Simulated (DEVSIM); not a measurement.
Device: double heterostructure, Ge between p- and n-type Si, at 250 K.

Layer 1 from the left is Si, thickness (μm) 0.280, Na (cm⁻³) 1.9e17, τn (s) 9.2e-7, τp (s) 9.2e-7. Layer 2 from the left is Ge, thickness (μm) 0.280, Nd (cm⁻³) 1.3e15, τn (s) 9.2e-7, τp (s) 9.2e-7. Layer 3 from the left is Si, thickness (μm) 0.400, Nd (cm⁻³) 6.7e17, τn (s) 9.2e-7, τp (s) 9.2e-7.

Left contact: ohmic. Right contact: ohmic. Voltage is applied to the left contact. Recombination: SRH at mid-gap, radiative. Mobility is μmin + (μ − μmin)/(1 + (N/Nref)^α).

The device is made up for the run: typed textbook-type constants, with dimensions and the other settings drawn at random. Values at 300 K; Nc and Nv go as T^1.5, mobilities as T to minus their exponent, the gap by Varshni's rule with the affinity fixed.

Si: gap (eV) 1.124, affinity (eV) 4.05, permittivity 11.7, Nc (cm⁻³) 2.86e19, Nv (cm⁻³) 3.1e19, μn (cm²/Vs) 1417, μp (cm²/Vs) 470, μn,min 52, μp,min 45, Nref,n 9.7e16, Nref,p 2.2e17, αn 0.68, αp 0.72, T exponent of μn 2.3, T exponent of μp 2.2, B (cm³/s) 4.7e-15, Varshni α (eV/K) 0.000473, Varshni β (K) 636. Ge: gap (eV) 0.664, affinity (eV) 4, permittivity 16, Nc (cm⁻³) 1.04e19, Nv (cm⁻³) 6e18, μn (cm²/Vs) 3900, μp (cm²/Vs) 1900, μn,min 150, μp,min 100, Nref,n 2.6e17, Nref,p 4e17, αn 0.56, αp 0.6, T exponent of μn 1.66, T exponent of μp 2.33, B (cm³/s) 6.4e-14, Varshni α (eV/K) 0.000477, Varshni β (K) 235.

Model (solved in DEVSIM): 1D drift-diffusion, Boltzmann statistics, complete ionisation; no tunnelling, impact ionisation, image-force lowering or self-heating. Band offsets follow the typed affinities; no thermionic-emission limit at abrupt steps, no polarisation charge.

What does the simulation give for the dark forward voltage at 100 A/cm², the dark forward voltage at 1 A/cm², the potential step across the device at zero bias?

dark forward voltage at 100 A/cm² 0.801 V; dark forward voltage at 1 A/cm² 0.657 V; potential step across the device at zero bias 0.957 V.
